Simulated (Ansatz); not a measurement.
Base system: CsSnI3 in the cubic perovskite structure (space group Pm-3m, No. 221; a = 6.131 Å).

All numbers come from PBEsol (Ansatz, a program for electronic structure), no spin-orbit coupling.

Before the change:

| Item | Result |
|---|---|
| Pressure | 0.0 GPa |

Now apply this change: every lattice vector is shortened by 1.20 %; the atoms relax in the strained cell.

### Question
How does this affect the energy relative to the base?

### Answer
The energy goes up by 3.5 meV/atom.

### Question
What happens to the pressure?

### Answer
The pressure goes from zero to 0.7 GPa.

Whether these cells are dynamically stable was not tested. All final runs are without spin polarisation. Many cubic perovskites are stable only at high temperature; tilts and polar distortions were not tested.
